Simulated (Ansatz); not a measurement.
Base system: AlAsO$_{4}$ (space group I-4, No. 82; a = 5.112 Å, c = 7.551 Å; a cell from a computed database, its experimental status unchecked).

Levels (all Ansatz, an electronic-structure program, PAW): PBEsol (420 eV, scalar-relativistic without spin-orbit coupling); HSE06 (420 eV, scalar-relativistic without spin-orbit coupling).

The geometry is relaxed with PBEsol.

```
Quantity          Result
---------------  -------
PBEsol band gap  4.52 eV
```

Problem. Predict the band gap from HSE06.

Solution. The band gap rises by 1.96 eV to 6.48 eV.

Single points use the geometry relaxed with PBEsol. Stability against distortions was not tested.
